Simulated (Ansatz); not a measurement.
Worked example: self-consistent single point of F2 (P1, 4 atoms in the cell) in Ansatz (a program for electronic structure).

Level of theory: PBEsol, default PAW files made with PBE (plane waves; Ansatz).

```yaml
crystal:
  lattice:
    - [2.56910, -1.59194, 0.00000]
    - [2.56910, 1.59194, 0.00000]
    - [-0.56492, 0.00000, 6.63070]
  atoms:
    - { symbol: F, position: [0.59666, 0.91616, 0.60550] }
    - { symbol: F, position: [0.40417, 0.08467, 0.40204] }
    - { symbol: F, position: [0.08467, 0.40417, 0.90204] }
    - { symbol: F, position: [0.91533, 0.59583, 0.09796] }
```

Reference input (self-consistent single point, DFT, PBEsol, plane waves, default PAW files made with PBE): basis.ecutwfc = 30.9 Ry; kpoints.mp_grid.grid = 8 8 3; hamiltonian.xc = pbesol; hamiltonian.pseudopotentials = {kind: paw} (the program's default PAW files); scf.occupations.method = fermi_dirac; scf.occupations.width = 0.0007 Ry. This run's input differs from it in these lines:

Ansatz 0.2 input:
```diff
@@ -11,3 +11,3 @@
 basis:
-  ecutwfc: 30.9 Ry
+  ecutwfc: 46.3 Ry
 kpoints:
```

Output, abridged:

```
SCF iter   1: F=—  HF=-3190.572713 eV  |F-HF|=—  |Δ(HF+E_count)|=         —  Δρ=1.19e-2  dr2=3.13e-2  ethr=1.77e-3  ⟨swp⟩=6.0  Hψ=8631  notcnv=0
all-band conjugate gradients solve this SCF's bands
preconditioner: auto → none
SCF iter   2: F=—  HF=-3190.562783 eV  |F-HF|=—  |Δ(HF+E_count)|=   9.93e-3  Δρ=3.06e-3  dr2=1.32e-3  ethr=1.12e-4  ⟨swp⟩=2.0  Hψ=3857  notcnv=0
   [... lines left out ...]
SCF iter   5: F=—  HF=-3190.562928 eV  |F-HF|=—  |Δ(HF+E_count)|=   7.70e-5  Δρ=5.55e-4  dr2=1.04e-4  ethr=3.13e-6  ⟨swp⟩=2.0  Hψ=2145  notcnv=0
SCF iter   6: F=—  HF=-3190.562925 eV  |F-HF|=—  |Δ(HF+E_count)|=   3.20e-6  Δρ=1.29e-4  dr2=4.82e-6  ethr=3.71e-7  ⟨swp⟩=1.0  Hψ=1764  notcnv=0
SCF iter   7: F=—  HF=-3190.562924 eV  |F-HF|=—  |Δ(HF+E_count)|=   7.66e-7  Δρ=2.88e-5  dr2=1.09e-7  ethr=1.72e-8  ⟨swp⟩=2.4  Hψ=2469  notcnv=0
SCF iter   8: F=-3190.562925 eV  HF=-3190.562925 eV  |F-HF|=5.65e-8  |Δ(HF+E_count)|=   1.96e-7  Δρ=1.30e-5  dr2=1.83e-8  ethr=3.57e-10  ⟨swp⟩=3.5  Hψ=5247  notcnv=0
SCF 1 converged in 8 iterations: F = -3190.562925 eV  dr2 = 1.83e-8
Free energy (F): -3190.562925 eV
Internal energy: -3190.562925 eV  (E = F + TS)
E sigma→0 (E₀):  -3190.562925 eV
Fermi energy:    -1.446010 eV
--- Forces (eV/Å), atoms counted from 1 ---
  atom   1  F      0.05861438     0.68600786    -1.64709740
  atom   2  F     -0.05965156    -0.68781335     1.62982921
  atom   3  F     -0.01630087     0.25641126     0.51208139
  atom   4  F      0.01733947    -0.25460053    -0.49485948
--- Stress (GPa, compression-positive) ---
        1.461997      -0.087873       0.465332
       -0.087874      -0.371487       1.990671
        0.465314       1.990679      -8.073635
  P = ⅓ Tr σ = -2.3277 GPa (-23.277 kbar)
  The stress holds the Pulay correction. Without it, at fixed plane waves, as pw.x and ABINIT print it: P = -2.3781 GPa
```

The run converged in 8 iterations. Against the reference run the free energy falls by 10.3 meV/atom, the pressure hardly changes (-2.32 to -2.33 GPa), the largest force goes from 1.774 to 1.785 eV/Å and the gap on the mesh moves little (2.260 to 2.268 eV).

The starting cell comes from a database of computed structures (which also holds hypothetical and non-ambient phases and stackings), without a prior relaxation at this level. Its lattice was rescaled by up to half a per cent. One atom was moved a little off its site on purpose. Forces in this geometry exceed 1 eV/Å. Ansatz's pressure includes its estimate of the finite-basis (Pulay) stress.
